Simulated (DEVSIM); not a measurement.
System: Ru/SiO2/n-Si capacitor, at 300 K.

```tsv
layer (left to right)	material	thickness (nm)	Nd (cm⁻³)
1	SiO2	1.80	-
2	Si	3100	3.5e16
```

Metal gate on the left, work function 4.7 eV. Fixed charge at the semiconductor interface 0 cm⁻² (in units of +e); no interface traps.

Constants are typed, rounded textbook-type inputs, not results; the design itself was drawn at random and stands for no fabricated device. Values at 300 K.

| parameter | SiO2 | Si |
|---|---|---|
| gap (eV) | 9 | 1.124 |
| affinity (eV) | 0.9 | 4.05 |
| permittivity | 3.9 | 11.7 |
| Nc (cm⁻³) | - | 2.86e19 |
| Nv (cm⁻³) | - | 3.1e19 |

Simulated with DEVSIM: 1D Poisson equation in equilibrium, Boltzmann statistics, complete ionisation; no quantum confinement or tunnelling. Metal contacts follow the ideal Schottky-Mott rule: no Fermi-level pinning, no interface dipoles.

The SiO2 thickness was swept, all else fixed.

| SiO2 thickness (μm) | threshold voltage (band bending 2φF) (V) | capacitance of the dielectric stack (μF/cm²) |
|---|---|---|
| 0.00072 | -0.32 | 4.80 |
| 0.00099 | -0.33 | 3.49 |
| 0.0013 | -0.33 | 2.66 |
| 0.0015 | -0.34 | 2.30 |
| 0.0018 | -0.35 | 1.92 |
| 0.0022 | (withheld) | 1.57 |

**Question.** Complete the blanks.

**Answer.** 
- 0.0022, threshold voltage (band bending 2φF) (V): -0.36
